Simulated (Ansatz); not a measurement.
Take CaF2 (space group Pmc2_1, No. 26; a = 3.470 Å, b = 4.105 Å, c = 5.876 Å; a cell from a computed database, its experimental status unchecked) as the base.

One thing is altered: an isotropic linear strain of −4.13 %; the atoms relax in the strained cell.

Levels (all Ansatz, a first-principles code, PAW): PBEsol (420 eV, no spin-orbit coupling); r2SCAN (500 eV, without spin-orbit coupling).

The geometry is relaxed with PBEsol.

| Property | Result |
|---|---|
| PBEsol gap character | indirect, S → Γ |
| PBEsol lowest conduction level above the VBM at special points | Γ 6.59 eV; Y 7.10 eV; Z 7.76 eV; T 7.82 eV |
| PBEsol pressure | 12.37 GPa |

### Question
Predict the gap character, lowest conduction level above the VBM at special points and pressure from r2SCAN.

### Answer
The gap character stays indirect, S → Γ; the lowest conduction level above the VBM at special points becomes Γ 7.38 eV; Y 7.92 eV; Z 8.54 eV; T 8.64 eV (PBEsol: Γ 6.59 eV; Y 7.10 eV; Z 7.76 eV; T 7.82 eV); the pressure grows by 1.79 GPa (12.37 GPa → 14.16 GPa).

Single points use the geometry relaxed with PBEsol. Their cutoffs differ, which shifts pressures a little. Whether these cells are dynamically stable was not tested.
